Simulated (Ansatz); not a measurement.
Base system: MgTe in the zinc blende structure (space group F-43m, No. 216; a = 6.368 Å). Axes: x, y, z lie along the cube axes.

Level of theory: LDA (Ansatz, a program for electronic structure, PAW, no spin-orbit coupling).

Base values:

| Quantity | Value |
|---|---|
| Volume per atom | 32.28 Å³ |
| Gap character | direct at Γ |
| Valence-band top at Γ | 0.00, 0.00, 0.00 eV |

Perturbation: biaxial strain −3.00 %, plane normal [001], relaxed out of plane (Cartesian); in-plane vectors clamped, the third vector and the atoms free.

Q: Predict the new energy relative to the base, volume per atom, gap character and valence-band top at Γ.

A: The energy grows by 6.9 meV/atom; the volume per atom drops by 0.69 Å³ (32.28 Å³ → 31.59 Å³); the gap character stays direct at Γ; the valence-band top at Γ (three highest levels, from the VBM) changes from 0.00, 0.00, 0.00 eV to 0.00, 0.00, -0.23 eV.

Spin-orbit coupling, missing from the scalar runs, can matter with Te. Stability against distortions was not tested. Labels are those of the standard path for the cell's own space group.
